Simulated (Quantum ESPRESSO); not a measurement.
## What a tighter setting buys: nbnd, TaMo₂C₃ (P-3m1, 6 atoms in the cell)

```
TaMo2C3
1.0
    3.11664     0.00000     0.00000
   -1.55832     2.69909     0.00000
    0.00000     0.00000     7.68632
Ta Mo C
1 2 3
Direct
  0.00000   0.00000   0.00000
  0.33333   0.66667   0.66923
  0.66667   0.33333   0.33077
  0.00000   0.00000   0.50000
  0.33333   0.66667   0.16792
  0.66667   0.33333   0.83208
```

Level of theory: PBEsol, GBRV 1.5 ultrasoft (PBESOL) pseudopotentials (plane waves; Quantum ESPRESSO).

Base settings: ecutwfc = 40 Ry; ecutrho = 320 Ry; occupations = smearing; smearing = methfessel-paxton; degauss = 0.0099958 Ry; potentials = {Ta: ta_pbesol_v1.uspp.F.UPF, Mo: mo_pbesol_v1.uspp.F.UPF, C: c_pbesol_v1.2.uspp.F.UPF}; K_POINTS = automatic 12 12 4 0 0 0; conv_thr = 1e-10 Ry.

Misses are taken against the tightest run, 91, which need not be fully converged itself. The energy is the free energy per atom.

The count of work is k-points × plane waves × bands × iterations; it is no time, and leaves out set-up, grids and terms that scale otherwise. 

The starting cell comes from a database of computed structures (which also holds hypothetical and non-ambient phases and stackings), without a prior relaxation at this level. Spin polarisation is off. In the base run, with a pressure of about -12 GPa the cell is away from its equilibrium volume at this level.

The runs (nbnd): 27 | 28 | 29 | 31 | 35 | 43 | 59 | 91.

### Question
Which is the coarsest setting among those run that, with all tighter ones, holds the energy within 5 meV/atom of the reference, and what does it save?

### Answer
28, off by 1.5 meV/atom; it needs 0.44 of the reference's count of work.

### Question
Which is the coarsest setting among those run that, with all tighter ones, holds the energy within 0.5 meV/atom of the reference, and what does it save?

### Answer
29, off by 0.30 meV/atom; its saving against the reference is no more than about a factor of 2 in the count of work.

```
nbnd  energy less reference (meV/atom)  pressure less reference (GPa)  largest difference in the force on any atom (eV/Å)  count of work / reference
----  --------------------------------  -----------------------------  --------------------------------------------------  -------------------------
27                               18.43                           0.42                                               0.072                       0.57
28                                1.48                           0.09                                               0.004                       0.44
29                                0.30                           0.01                                               0.007                       0.48
31                                0.00                           0.00                                               0.000                       0.45
35                                0.00                           0.00                                               0.000                       0.42
43                                0.00                           0.00                                               0.000                       0.47
59                                0.00                           0.00                                               0.000                       0.65
91                                0.00                           0.00                                               0.000                        1.0
```
